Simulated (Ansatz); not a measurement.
The starting structures come from a database of crystals and need not be the phases stable at ambient conditions.

By PBEsol, the system below comes out a metal.

Crystal: Ta$_{2}$N (P-3m1, anti-CdI2 type, not sure to be the ambient phase, 3 atoms a cell, 13.6 Å³ an atom, -9 GPa at this level); planes in its conventional cell.

Calculation: PBEsol (plane waves, PAW; Ansatz, a first-principles code).

G/A = (e²/h) × open channels of both spins per area, as a mean over 0.1 eV about the Fermi level, without spin-orbit coupling, for the cells as given.

```
plane  area (Å²)  G/A (10¹⁵ S/m²)
-----  ---------  ---------------
(100)       15.2             0.70
(001)        8.4              ___
```

Fill in the missing entries.


- (001), G/A (10¹⁵ S/m²): 0.86
